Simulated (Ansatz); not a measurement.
The starting structures come from a database of crystals and need not be the phases stable at ambient conditions.

 Where the default PAW files enter, the runs use the earlier of Ansatz's two default sets.

Input:

```xyz
7
Lattice="6.0137 0.0000 0.0000 0.0000 6.0137 0.0000 3.0069 -3.0069 5.9617" Properties=species:S:1:pos:R:3 pbc="T T T"
Zn     0.0000     0.0000     0.0000
Ga     3.0069     3.0069     0.0000
Ga     6.0137     3.0069     2.9808
Te     4.4197     4.5819     1.5793
Te     7.5888    -1.4129     4.3824
Te     1.5940     1.4318     1.5793
Te     4.4387     1.4129     4.3824
```

Space group of this cell: I-4. The cell is taken as given.

Transport runs along the normal of the first two printed cell vectors, the (001) plane of the conventional cell.

The gap is the functional's own, uncorrected, and κ follows it; spin-orbit coupling is left out. Mid-gap values are interpolated between the computed energies.

Q: Estimate the band gap and the smallest decay constant κ at mid-gap that Ansatz (a quantum-chemistry and plane-wave program) with r2SCAN returns for this system.

A: Gap 1.49 eV on a 6×6×6 mesh; κ = 0.128 1/Å, at the zone centre.
